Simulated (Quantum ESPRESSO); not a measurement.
Worked example: self-consistent single point of Ca (Fm-3m, 1 atom in the cell) in Quantum ESPRESSO.

Method: PBEsol, PseudoDojo standard norm-conserving (PBESOL) pseudopotentials (plane waves; Quantum ESPRESSO).

```
Ca
1.0
    0.00000     2.79837     2.79837
    2.79837     0.00000     2.79837
    2.79837     2.79837     0.00000
Ca
1
Direct
  0.00000   0.00000   0.00000
```

Reference input (self-consistent single point, DFT, PBEsol, plane waves, PseudoDojo standard norm-conserving (PBESOL) pseudopotentials): ecutwfc = 70 Ry; occupations = smearing; smearing = gauss; degauss = 0.0073499 Ry; potentials = {Ca: Ca.upf}; K_POINTS = automatic 10 10 10 0 0 0; conv_thr = 1e-09 Ry. This run's input differs from it in these lines:

```diff
@@ -14,4 +14,4 @@
   occupations = 'smearing',
-  smearing = 'gauss',
-  degauss = 0.0073499,
+  smearing = 'cold',
+  degauss = 0.00147,
 /
@@ -29,3 +29,3 @@
 K_POINTS {automatic}
-10 10 10  0 0 0
+16 16 16  0 0 0
```

Output (repeated stretches shortened):

```
     Self-consistent Calculation

     iteration #  1     ecut=    70.00 Ry     beta= 0.70

     Threshold (ethr) on eigenvalues was too large:
     Diagonalizing with lowered threshold

     c_bands:  1 eigenvalues not converged
     c_bands:  1 eigenvalues not converged
     c_bands:  1 eigenvalues not converged
     c_bands:  1 eigenvalues not converged
     c_bands:  1 eigenvalues not converged
   [... 14 lines left out ...]
     c_bands:  1 eigenvalues not converged
     c_bands:  1 eigenvalues not converged
     c_bands:  1 eigenvalues not converged
     c_bands:  1 eigenvalues not converged

   [... lines left out ...]
     estimated scf accuracy    <       0.00000224 Ry

     iteration #  4     ecut=    70.00 Ry     beta= 0.70
     c_bands:  1 eigenvalues not converged
     c_bands:  1 eigenvalues not converged

     total energy              =     -77.28437117 Ry
     estimated scf accuracy    <       0.00000006 Ry

     iteration #  5     ecut=    70.00 Ry     beta= 0.70

     total energy              =     -77.28437118 Ry
     estimated scf accuracy    <          1.8E-09 Ry

     iteration #  6     ecut=    70.00 Ry     beta= 0.70
     c_bands:  1 eigenvalues not converged
     c_bands:  1 eigenvalues not converged
     End of self-consistent calculation

     Number of k-points >= 100: set verbosity='high' to print the bands.

     the Fermi energy is     4.6899 ev

!    total energy              =     -77.28437119 Ry
     estimated scf accuracy    <          5.9E-11 Ry
     smearing contrib. (-TS)   =      -0.00000788 Ry
     internal energy E=F+TS    =     -77.28436330 Ry

     convergence has been achieved in   6 iterations

     Forces acting on atoms (cartesian axes, Ry/au):

     atom    1 type  1   force =     0.00000000    0.00000000    0.00000000

     Total force =     0.000000     Total SCF correction =     0.000000

          total   stress  (Ry/bohr**3)                   (kbar)     P=      -12.40
  -0.00008430   0.00000000   0.00000000          -12.40        0.00        0.00
   0.00000000  -0.00008430   0.00000000            0.00      -12.40        0.00
   0.00000000   0.00000000  -0.00008430            0.00        0.00      -12.40

   JOB DONE.
```

The run converged in 6 iterations. Against the reference run the free energy goes up by 5.5 meV/atom and the pressure hardly changes (-1.25 to -1.24 GPa).

The starting cell has typed, rounded lattice constants, without a prior relaxation at this level. Its lattice was rescaled by up to half a per cent.
